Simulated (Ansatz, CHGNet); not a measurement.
CdS (model structure, started from the h-BN type, P6₃/mmc, No. 194, 4 atoms in the cell): lattice parameter c by level of theory

No measured value is used here.

| level (code) | value (Å) |
|---|---|
| CHGNet-r²SCAN | 5.752 |
| LDA (Ansatz) | ___ |
| PBE (Ansatz) | 5.835 |
| PBEsol (Ansatz) | 5.678 |
| PBE-D3(BJ) (Ansatz) | ___ |
| r²SCAN (Ansatz) | 5.747 |

Fill in the missing entries.


- LDA (Ansatz, an electronic-structure program), value (Å): 5.611
- PBE-D3(BJ) (Ansatz), value (Å): 5.728

CHGNet-r²SCAN: the cell moved over 20 % in volume from its start. Cutoffs differ between the levels. Ansatz's density-functional and Hartree–Fock values are scalar-relativistic unless marked +SOC, with PAW data made under PBE.

Machine-learned potentials (CHGNet-r²SCAN) are trained on DFT data: a solid inside that data is no test of them.

A model structure was made by putting elements into a prototype or built by hand; it is no filed structure, need not be a known phase, and can be a saddle point held by its symmetry.
